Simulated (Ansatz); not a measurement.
Take CaO in the rock salt structure (space group Fm-3m, No. 225) as the base.

```xyz
2
Lattice="0.0000 2.3836 2.3836 2.3836 0.0000 2.3836 2.3836 2.3836 0.0000" Properties=species:S:1:pos:R:3 pbc="T T T"
Ca     0.0000     0.0000     0.0000
O      2.3836     2.3836     2.3836
```

The values are results of PBEsol (Ansatz, a first-principles code; PAW; 420 eV plane waves; without spin-orbit coupling), not measurements.

One change was made to it. Results:

```csv
quantity,base,after
lattice parameter a,4.767 Å,4.758 Å
width of the top valence band,1.26 eV,1.27 eV
```

Name the change that was made.
(A) pressure 0.7 GPa
(B) pressure 7.5 GPa
(C) pressure −2 GPa
(D) pressure 1.5 GPa
(E) pressure −1 GPa

A, pressure 0.7 GPa. For comparison, the lattice parameter a in the other runs: pressure 7.5 GPa gives 4.677 Å; pressure −1 GPa gives 4.781 Å; pressure 1.5 GPa gives 4.747 Å; pressure −2 GPa gives 4.796 Å.

The levels and masses belong to the bands next to the band gap. Load acts through the strain it causes; cell and atoms are relaxed under it. No phonon test of stability was made. Competing high-pressure phases were not computed.
